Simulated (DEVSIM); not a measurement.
Structure: Mo/SiO2/n-Si capacitor, at 300 K.

Layer 1 from the left is SiO2, thickness (nm) 11.0. Layer 2 from the left is Si, thickness (nm) 4500, Nd (cm⁻³) 1.6e16.

Metal gate on the left, work function 4.6 eV. Fixed charge at the semiconductor interface 5.9e10 cm⁻² (in units of +e); no interface traps.

The device is made up for the run: typed textbook-type constants, with dimensions and the other settings drawn at random. Values at 300 K.

SiO2: gap (eV) 9, affinity (eV) 0.9, permittivity 3.9. Si: gap (eV) 1.124, affinity (eV) 4.05, permittivity 11.7, Nc (cm⁻³) 2.86e19, Nv (cm⁻³) 3.1e19.

Estimate by hand the flat-band voltage, the threshold voltage, and compare with a numerical solution.


- Flat-band voltage: C = 0.314 μF/cm², work-function difference 0.356 V; VFB = φms − qNf/C = 0.33 V; numerical 0.33 V.
- Threshold voltage: φF = 0.367 V, depletion charge √(4εqNφF) = 6.25e-8 C/cm²; VT = VFB − 2φF − Qd/C = -0.61 V; numerical -0.61 V.

Simulated with DEVSIM: 1D Poisson equation in equilibrium, Boltzmann statistics, complete ionisation; no quantum confinement or tunnelling. Metal contacts follow the ideal Schottky-Mott rule: no Fermi-level pinning, no interface dipoles.
